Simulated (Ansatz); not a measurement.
ScAl3: response to strain

Start from ScAl₃ in the Cu3Au type structure (space group Pm-3m, No. 221; relaxed with 0.1 eV smearing).

```
ScAl3
1.0
    4.10667     0.00000     0.00000
    0.00000     4.10667     0.00000
    0.00000     0.00000     4.10667
Sc Al
1 3
Direct
  0.00000   0.00000   0.00000
  0.00000   0.50000   0.50000
  0.50000   0.00000   0.50000
  0.50000   0.50000   0.00000
```

Strains are applied to the cell and any free atomic positions relax.

Method: PBE (Ansatz, a program for electronic structure), no SOC.

| case | pressure | volume per atom |
|---|---|---|
| base | 0.0 GPa | 17.31 Å³ |
| isotropic strain +0.60 % | … | 17.63 Å³ |
| isotropic strain +1.20 % | -2.9 GPa | 17.95 Å³ |
| isotropic strain +1.80 % | -4.1 GPa | 18.27 Å³ |
| isotropic strain +2.40 % | -5.3 GPa | 18.59 Å³ |
| isotropic strain +3.00 % | … | 18.92 Å³ |

Complete the table.


- isotropic strain +0.60 %, pressure: -1.5 GPa
- isotropic strain +3.00 %, pressure: -6.3 GPa

No phonon test of stability was made. All final runs are without spin polarisation.
